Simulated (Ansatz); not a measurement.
# Pressure series in TiAl3

The parent structure is TiAl3 (space group I4/mmm, No. 139).

```
TiAl3
1.0
   -1.92294     1.92294     4.30997
    1.92294    -1.92294     4.30997
    1.92294     1.92294    -4.30997
Al Ti
3 1
Cartesian
  0.00000   0.00000   4.30997
  0.00000   1.92294   2.15498
  1.92294   0.00000   2.15498
  0.00000   0.00000   0.00000
```

Cell and atoms are relaxed at each pressure.

Level of theory: Ansatz (an electronic-structure program), PBE, PAW, cutoff 420 eV, spin-orbit coupling left out.

Notes on the quantities. enthalpy: H = E + PV relative to the base's energy.

```csv
case,enthalpy,shortest interatomic distance
base,–,2.719 Å
pressure −2 GPa,-0.20 eV/atom,2.737 Å
pressure −1 GPa,-0.10 eV/atom,___
pressure 3 GPa,+0.29 eV/atom,___
pressure 7 GPa,+0.68 eV/atom,___
pressure 15 GPa,+1.41 eV/atom,2.621 Å
pressure 30 GPa,+2.68 eV/atom,___
pressure 50 GPa,+4.26 eV/atom,2.486 Å
pressure 75 GPa,+6.07 eV/atom,2.421 Å
pressure 100 GPa,+7.76 eV/atom,2.370 Å
```

**Question.** What belongs in the blanks?

**Answer.** 
- pressure −1 GPa, shortest interatomic distance: 2.728 Å
- pressure 3 GPa, shortest interatomic distance: 2.696 Å
- pressure 7 GPa, shortest interatomic distance: 2.668 Å
- pressure 30 GPa, shortest interatomic distance: 2.553 Å

Load acts through the strain it causes; cell and atoms are relaxed under it. Stability against distortions was not tested. No other phases were tried under pressure. The final runs are not spin-polarised.
